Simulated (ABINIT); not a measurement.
ABINIT is run on Mg6AlSn (Amm2, 8 atoms in the cell), and the run fails. The aim is a self-consistent single point with DFT, PBEsol, plane waves, norm-conserving pseudopotentials (PseudoDojo nc-sr-04 PBEsol standard).

Input:

```
# Mg6AlSn, PseudoDojo nc-sr-04 PBEsol standard
pp_dirpath "./"
pseudos "Mg.upf, Al.upf, Sn.upf"
acell 3*1.0
rprim
        10.1132416320    0.0000000000    0.0000000000
         0.0000000000    5.9168194236   10.3077171269
         0.0000000000   -5.9168194236   10.3077171269
natom 8
ntypat 3
znucl 12 13 50
typat 1 1 1 1 1 1 2 3
xred
         0.0000000000    0.3329300000    0.8344700000
         0.0000000000    0.8344700000    0.3329300000
         0.0000000000    0.3326300000    0.3326300000
         0.5000000000    0.1627300000    0.6676300000
         0.5000000000    0.6676300000    0.1627300000
         0.5000000000    0.1671500000    0.1671500000
         0.0000000000    0.8349700000    0.8349700000
         0.5000000000    0.6674900000    0.6674900000
ecut 42
ixc -116133
occopt 6
tsmear 0.05 eV
nband 49
kptopt 1
ngkpt 3 3 3
nshiftk 1
shiftk 0 0 0
nsteps 60
toldfe 1.0e-09
prtwf 0
prtden 0
prtvol 1
enunit 1
```

Output (repeated stretches shortened):

```
                       0.0000000000E+00  1.5703448040E+00  6.3677105188E+00
                       0.0000000000E+00  0.0000000000E+00  3.6287331675E+00
                       2.6758484883E+00 -1.5808651185E+00  4.5292891094E+00
                       2.6758484883E+00  1.5808651185E+00  4.5292891094E+00
   [... lines left out ...]
                       2.6758484883E+00  0.0000000000E+00  7.2817938910E+00
             xred      0.0000000000E+00  3.3293000000E-01  8.3447000000E-01
                       0.0000000000E+00  8.3447000000E-01  3.3293000000E-01
                       0.0000000000E+00  3.3263000000E-01  3.3263000000E-01
                       5.0000000000E-01  1.6273000000E-01  6.6763000000E-01
                       5.0000000000E-01  6.6763000000E-01  1.6273000000E-01
                       5.0000000000E-01  1.6715000000E-01  1.6715000000E-01
                       0.0000000000E+00  8.3497000000E-01  8.3497000000E-01
                       5.0000000000E-01  6.6749000000E-01  6.6749000000E-01
            znucl       12.00000   13.00000   50.00000

 Perdew, Burke & Ernzerhof SOL
 J. P. Perdew, A. Ruzsinszky, G. I. Csonka, O. A. Vydrov, G. E. Scuseria, L. A. Constantin, X. Zhou, and K. Burke, Phys. Rev. Lett. 100, 136406 (2008)
 Perdew, Burke & Ernzerhof SOL
 J. P. Perdew, A. Ruzsinszky, G. I. Csonka, O. A. Vydrov, G. E. Scuseria, L. A. Constantin, X. Zhou, and K. Burke, Phys. Rev. Lett. 100, 136406 (2008)

--- !ERROR
src_file: m_parser.F90
src_line: 3780
mpi_rank: 0
message: |
    Found token: `NSTEPS` in the input file.
    This name is not one of the registered input variable names (see https://docs.abinit.org/).
    Action: check your input file. Perhaps you mistyped the input variable,
    or specified "img", although this was not permitted for this input variable.
...

 abinit_abort: decision taken to exit. Check above messages for more info
Abort(13) on node 0 (rank 0 in comm 0): application called MPI_Abort(MPI_COMM_WORLD, 13) - process 0

--- !ERROR
src_file: m_parser.F90
src_line: 3780
mpi_rank: 0
message: |
    Found token: `NSTEPS` in the input file.
    This name is not one of the registered input variable names (see https://docs.abinit.org/).
    Action: check your input file. Perhaps you mistyped the input variable,
    or specified "img", although this was not permitted for this input variable.
...
```

**Question.** Read the log: what does the program object to, and what is the fix?

**Answer.** The fault is a keyword that the program does not know. The program does not know a key of this name. To fix it, use the program's own name for the key. The program stopped before any SCF iteration.

The sound input it was made from differs as follows (other fixes are possible):
```diff
-nsteps 60
+nstep 60
```

With that input, the run converged in 10 iterations: free energy E − TS -11886.60 eV; Fermi level (on the code's own zero) 3.71 eV; pressure -2.41 GPa; largest force (vector length) 0.187 eV/Å (DFT, PBEsol, plane waves, norm-conserving pseudopotentials (PseudoDojo nc-sr-04 PBEsol standard)).

On the sound input: the starting cell comes from a database of computed structures (which also holds hypothetical and non-ambient phases and stackings), without a prior relaxation at this level. Its lattice was rescaled by a random factor within 2.5 % of one. Without a gap this mesh is coarse (it stands for a supercell whose shortest vector is 16 Å).
